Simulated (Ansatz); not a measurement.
Take ZnSe in the zinc blende structure (space group F-43m, No. 216; a = 5.568 Å) as the base.

The values are results of LDA in Ansatz (plane waves to 420 eV, PAW, no spin-orbit coupling), not measurements.

For the base:

| Property | Result |
|---|---|
| Pressure | 0.00 GPa |
| Band gap | 1.25 eV |

Perturbation: the cell is scaled by 1.0200 in all directions; the atoms relax in the strained cell.

**Question.** Predict the new pressure.

**Answer.** The pressure goes from zero to -3.72 GPa.

**Question.** How does this affect the band gap?

**Answer.** The band gap falls by 0.24 eV to 1.01 eV.

**Question.** How does this affect the energy relative to the base?

**Answer.** The energy rises by 16 meV/atom.

Stability against distortions was not tested.

Ansatz is a first-principles code.
